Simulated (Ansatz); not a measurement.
Start from SrHfO3 in the cubic perovskite structure (space group Pm-3m, No. 221; a = 4.106 Å).

Perturbation: a negative pressure, −2 GPa.

Levels (all Ansatz, a program for electronic structure, PAW): PBEsol (420 eV, scalar-relativistic without spin-orbit coupling); PBEsol+SOC (420 eV, spin-orbit coupling included).

The geometry is relaxed with PBEsol.

| Quantity | Result |
|---|---|
| PBEsol band gap | 3.70 eV |
| PBEsol smallest direct gap | 3.90 eV |
| PBEsol pressure | -2.00 GPa |

Problem. What does PBEsol+SOC give at this geometry for the band gap, smallest direct gap and pressure?

Solution. The band gap shrinks by 0.08 eV (3.70 eV → 3.62 eV); the smallest direct gap decreases by 0.18 eV, from 3.90 eV to 3.72 eV; the pressure drops by 0.18 GPa (-2.00 GPa → -2.18 GPa).

Single points use the geometry relaxed with PBEsol. The spin-orbit shifts are approximate. Spin-orbit coupling, missing from the scalar runs, can matter with Hf. Load acts through the strain it causes; cell and atoms are relaxed under it. Whether these cells are dynamically stable was not tested. Many cubic perovskites are stable only at high temperature; tilts and polar distortions were not tested.
